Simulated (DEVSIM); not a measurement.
System: Pd/HfO2/n-Si capacitor, at 300 K.

Layer 1 from the left is HfO2, thickness (nm) 4.20. Layer 2 from the left is Si, thickness (nm) 1400, Nd (cm⁻³) 1.8e17.

Metal gate on the left, work function 5.2 eV. Fixed charge at the semiconductor interface 0 cm⁻² (in units of +e); no interface traps.

Constants are typed, rounded textbook-type inputs, not results; the design itself was drawn at random and stands for no fabricated device. Values at 300 K.

HfO2: gap (eV) 5.7, affinity (eV) 2.5, permittivity 22. Si: gap (eV) 1.124, affinity (eV) 4.05, permittivity 11.7, Nc (cm⁻³) 2.86e19, Nv (cm⁻³) 3.1e19.

**Question.** Estimate by hand the flat-band voltage, the threshold voltage, and compare with a numerical solution.

**Answer.** 
- Flat-band voltage: C = 4.64 μF/cm², work-function difference 1.019 V; VFB = φms − qNf/C = 1.02 V; numerical 1.02 V.
- Threshold voltage: φF = 0.430 V, depletion charge √(4εqNφF) = 2.27e-7 C/cm²; VT = VFB − 2φF − Qd/C = 0.11 V; numerical 0.11 V.

DEVSIM, 1D Poisson equation in equilibrium, Boltzmann statistics, complete ionisation; no quantum confinement or tunnelling. Metal contacts follow the ideal Schottky-Mott rule: no Fermi-level pinning, no interface dipoles.
